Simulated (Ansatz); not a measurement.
# Relaxation of cell and atoms of Os (I4_1/amd, 2 atoms in the cell) at several settings

```
CELL_PARAMETERS angstrom
     -2.37520     2.37520     1.29594
      2.37520    -2.37520     1.29594
      2.37520     2.37520    -1.29594
ATOMIC_POSITIONS crystal
  Os 0.75000 0.25000 0.50000
  Os 0.00000 0.00000 0.00000
```

Base: PBE (Ansatz, a first-principles code). Its settings: basis.ecutwfc = 420 eV; kpoints.mp_grid.grid = 19 19 19; hamiltonian.xc = pbe; hamiltonian.pseudopotentials = {kind: paw} (the program's default PAW files); scf.occupations.method = fermi_dirac; scf.occupations.width = 0.05 eV. Starting volume 14.62 Å³ per atom.

Each line gives the change from the base single point and the result:

- hamiltonian.xc: pbe → lda; relax: default → cell and atoms [DFT, LDA (PW92), plane waves, default PAW files made with PBE]: pressure 0.00 GPa; final cell a = 3.6534 Å, b = 3.6534 Å, c = 3.6534 Å, α = 97.62°, β = 97.62°, γ = 137.29°; final volume per atom 15.40 Å³; relaxation steps 7.
- relax: default → cell and atoms; relax.cell.p_target: default → 2 GPa: pressure 2.01 GPa; final cell a = b = c = 3.6899 Å, α = β = 97.88°, γ = 136.53°; final volume per atom 16.05 Å³; relaxation steps 7; free energy against the base single point -155.5 meV/atom.

The starting cell was generated: these elements placed on a structure prototype, without a prior relaxation; it need not be a known phase or ordering of this composition. Its lattice was rescaled by a random factor within 2.5 % of one. Spin polarisation is off. Ansatz's pressure includes its estimate of the finite-basis (Pulay) stress.

Left out of this page: 1 run of the series outside the window shown, repeating another row's setting, or not comparable.

Keys are those of Ansatz 0.2.
